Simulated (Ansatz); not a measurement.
**MgMn6Sn6 under a change: biaxial strain −1.75 %, plane normal [001], relaxed out of plane**

Take MgMn$_{6}$Sn$_{6}$ (space group P6/mmm, No. 191; a = 5.362 Å, c = 8.820 Å; ferromagnetic; a cell from a computed database, its experimental status unchecked) as the base. Axes: x lies along a and z along c of the hexagonal cell.

The change: biaxial strain −1.75 %, plane normal [001], relaxed out of plane (Cartesian); in-plane vectors clamped, the third vector and the atoms free.

Calculations: PBEsol, PAW, 420 eV (Ansatz, a first-principles code; no spin-orbit coupling). Settings: 8×8×5 k-points, 0.05 eV Fermi–Dirac smearing.

```csv
quantity,base,changed,shift
volume per atom,16.89 Å³,16.44 Å³,-0.45 Å³
space group,P6/mmm (No. 191),P6/mmm (No. 191),–
"pressure (mean of the normal stresses, compression positive)",0.0 GPa,3.5 GPa,+3.5 GPa
band gap,zero,zero,–
magnetic state,ferromagnetic,ferromagnetic,–
largest site moment,2.34 μB,2.30 μB,-0.04 μB
out-of-plane strain (rough),–,+0.84 %,–
```

Cost of the whole job for the changed cell (relaxation, final SCF and bands): about 11 core-minutes (a rough figure).

Other magnetic orders, which the real material may have, were not ruled out. Without a gap, meshes like the base's 8×8×5 leave anisotropic stresses uncertain by several tenths of a GPa, and small strain energies with them. No phonon test of stability was made.
